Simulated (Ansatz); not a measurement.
Take MgO in the rock salt structure (space group Fm-3m, No. 225; a = 4.2141 Å) as the base. Axes: x, y, z lie along the cube axes.

The values are results of PBEsol/PAW in Ansatz (a quantum-chemistry and plane-wave program), without spin-orbit coupling, not measurements.

Modification: every lattice vector is shortened by 1.50 %, atoms relaxed at fixed cell.

### Question
Predict the stress tensor and what it implies for the stiffness.

### Answer
Stress of the strained cell less that of the base (GPa, compression positive):
```
   7.84    0.00    0.00
   0.00    7.84    0.00
   0.00    0.00    7.84
```

Then B = −ΔP/(ΔV/V₀) with ΔV/V₀ = -0.0443 gives secant stiffness values (nonlinear terms included at this strain): B ≈ 177 GPa.

As a check, the harmonic strain energy −½ V₀ Δσ:ε is 10 meV/atom; the computed energy rise is 9.8 meV/atom.

Stability against distortions was not tested.
